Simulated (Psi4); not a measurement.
Psi4 1.11, BP86/def2-svp: Si(H)(Me)(OMe)(NH2) (CO[SiH](C)N), 14 atoms. The geometry is a generated start, not checked to be a minimum at this level.

```json
{
 "task": "energy",
 "method": "bp86",
 "basis": "def2-svp",
 "memory": "3 GB",
 "maxiter": "100",
 "keys_of_the_molecule_block": "symmetry c1",
 "scf_type": "df (default)",
 "diis_max_vecs": "10 (default)",
 "e_convergence": "1e-06 (default)",
 "d_convergence": "1e-06 (default)",
 "dft_radial_points": "75 (default)",
 "dft_spherical_points": "302 (default)",
 "basis_functions": "119",
 "grid_points": "299751"
}
```

```xyz
14

Si     0.3005     0.1526    -0.4903
C      1.8659    -0.9032    -0.3659
N      0.3665     1.7568     0.1585
O     -0.7659    -0.7182     0.3745
C     -2.1239    -0.4461     0.5471
H     -0.1194     0.3631    -1.8801
H      1.7139    -1.8928    -0.7820
H      2.1918    -1.0267     0.6626
H      2.6757    -0.4379    -0.9167
H      0.9979     2.4258    -0.2486
H      0.3536     1.8689     1.1599
H     -2.6711    -0.6539    -0.3779
H     -2.5025    -1.0882     1.3414
H     -2.2831     0.5997     0.8175
```

With the defaults (diis = true, scf_initial_accelerator = adiis, damping_percentage = 0, guess = auto, which took SAD, level_shift = 0, level_shift_cutoff = 0.01, diis_start = 1) it converges in 10 SCF iterations. One run each on 2 threads, with these changes:…
- damping_percentage = 60
- guess = sapgau
- guess = sadno
- level_shift = 0.1, level_shift_cutoff = 0.001
- guess = modhuckel
- guess = core
- scf_initial_accelerator = none
- diis_start = 4
- diis = false, scf_initial_accelerator = none, damping_percentage = 60

Q: Name the settings that don't reach the solution of the defaults.

A: No convergence: diis = false, scf_initial_accelerator = none, damping_percentage = 60 (the run ends without SCF convergence in 100 iterations). The rest reach the solution of the defaults.

| setting | SCF iterations | end |
|---|---|---|
| the defaults | 10 | same solution |
| scf_initial_accelerator = none | 10 | same solution |
| level_shift = 0.1, level_shift_cutoff = 0.001 | 10 | same solution |
| guess = modhuckel | 11 | same solution |
| guess = sapgau | 11 | same solution |
| guess = sadno | 11 | same solution |
| guess = core | 14 | same solution |
| diis_start = 4 | 17 | same solution |
| damping_percentage = 60 | 57 | same solution |
| diis = false, scf_initial_accelerator = none, damping_percentage = 60 | 100 | no convergence |
